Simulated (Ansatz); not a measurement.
Cell and atoms of amorphous Hf₁₂O₃₃La₆:

```xyz
51
Lattice="9.0349 0.0000 0.0000 0.0000 9.0349 0.0000 0.0000 0.0000 9.0349" Properties=species:S:1:pos:R:3 pbc="T T T"
Hf     4.3405     6.5359     5.7339
Hf     3.4807     4.0139     2.3151
Hf     4.1962     8.6190     8.0242
Hf     1.6393     8.7612     5.2669
Hf     4.7830     1.4486     5.0734
Hf     6.2760     1.4872     1.5124
Hf     8.1716     1.8344     7.0654
Hf     1.7924     3.2906     5.4980
Hf     7.6112     7.7416     8.9256
Hf     1.0108     0.0022     1.4506
Hf     2.6445     2.2340     8.7873
Hf     1.3098     6.0894     3.8391
O      7.1537     2.4915     8.8505
O      8.9678     3.6110     6.1911
O      3.1489     7.6437     4.3345
O      5.7701     6.5938     4.1997
O      2.7163     3.6177     7.2349
O      4.4388     2.5184     1.0893
O      7.4255     5.7641     8.8541
O      8.5510     5.4660     3.1549
O      5.0476     5.1287     1.7904
O      2.9285     0.0018     0.5520
O      2.4911     8.0592     6.9417
O      0.9263     8.2216     3.2510
O      1.4318     1.9283     1.6221
O      6.5005     2.1220     5.7800
O      7.6128     8.8044     7.2767
O      2.2358     4.1255     0.5772
O      5.5661     0.5284     3.3601
O      1.6751     3.9351     3.5475
O      2.7030     1.4895     5.1391
O      7.2796     2.7669     2.6030
O      7.9676     0.1580     1.3894
O      0.5645     7.4828     0.1559
O      4.1791     1.4904     7.4886
O      4.1535     6.4565     7.9102
O      0.0085     0.9487     5.3411
O      5.6811     8.5201     0.4713
O      5.1476     8.4489     6.0823
O      0.8736     1.5899     8.0642
O      2.5245     5.3668     5.4740
O      4.4853     3.1812     3.9963
O      0.3672     7.0748     5.5198
O      2.6111     5.9993     2.3088
O      5.5682     4.9896     6.2412
La     6.7535     4.3049     4.3853
La     5.5424     4.4496     8.4621
La     1.7062     5.9265     7.7651
La     7.3967     8.2836     4.8650
La     8.9829     3.8226     1.4801
La     4.4703     7.3661     2.3426
```

The numbers are results of PBE, scalar-relativistic without spin-orbit coupling (plane waves to 420 eV, PAW; Ansatz, a first-principles code), not measurements.

A CHGNet melt-quench gave the starting glass, which DFT then relaxed. O atoms were pushed apart under 1.9 Å during the dynamics, to hinder bonds among them. The hot cell started wider than the set density and was brought back towards it in steps. It is the lowest in DFT energy of 2 quenches. It is a model cell: composition and starting density were chosen by hand, and all elements were melted together. No dispersion term was used. Its density started from a set value of 8.12 and ended at 7.89 g/cm³. The simulated quench (nominally 450 K/ps over its main leg) is rapid and tends to freeze in more defects than a deposited or slowly cooled glass has. A cell of this size samples the disorder only roughly. The volume was free in the relaxation, at fixed shape. Stress components on the final sampling reach 2.3 GPa.

Cut-offs for bonds: Hf-Hf 3.34 Å, Hf-O 2.74 Å, Hf-La 3.65 Å, O-O 1.58 Å, O-La 3.28 Å, La-La 3.96 Å. Two cations that share two anions don't count as bonded, nor two that share one unless they lie closer than Hf-Hf 3.25 Å, Hf-La 3.55 Å, La-La 3.85 Å.

Give the coordination numbers, mean bond lengths and angles.


| Item | Value |
|---|---|
| Mean coordination of Hf by anions | 6.00 (3 with 5, 6 with 6, 3 with 7) |
| Mean coordination of O | 3.52 (1 with 2, 14 with 3, 18 with 4) |
| Mean coordination of La by anions | 7.33 (4 with 7, 2 with 8) |
| Mean Hf-O bond | 2.129 Å (spread 0.125 Å, 72 counted) |
| Mean O-La bond | 2.588 Å (spread 0.246 Å, 44 counted) |
| Bond angle at Hf | mean 103.4°, spread 29.1° |
| Bond angle at O | mean 110.5°, spread 17.5° |
| Bond angle at La | mean 100.0°, spread 31.8° |

List the pairs of like atoms that count as bonded by the rules above.

There are none by these rules.
